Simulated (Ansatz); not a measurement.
Start from a 16-atom supercell of AlP in the zinc blende structure (space group F-43m, No. 216; a = 5.5078 Å) at its relaxed geometry.

Method: PBE in Ansatz (plane waves to 420 eV, PAW, no spin-orbit coupling).

For the base:

| Item | Value |
|---|---|
| Pressure | 0.0 GPa |

Perturbation: one H atom is added in an open site, starting 2.25 Å from the nearest host atom, atoms relaxed at fixed cell, starting from a slightly rattled geometry.

Task: How does this affect the final site of the added atom?

Result: The final site of the added atom comes out as 1 Al at 1.94 Å.

Task: How does this affect the pressure?

Result: The pressure goes from zero to 0.2 GPa.

Task: How does this affect the largest displacement of a host atom from its site in the perfect cell?

Result: The largest displacement of a host atom from its site in the perfect cell is 0.09 Å.

The magnetic state is the one reached from the starting moments; the real material's order can differ, and small cells can't hold many antiferromagnetic ones. In so small a cell the defect repeats every few ångströms: this is an ordered compound, not a dilute defect. A case with no gap was solved on a k-mesh chosen for an insulator, which is coarse for it. Seeded moments were not kept for H interstitial (started 2.25 Å from the nearest host atom). The defect cell is spin-polarised and ends with 0.0 μB.

Ansatz is a quantum-chemistry and plane-wave program.
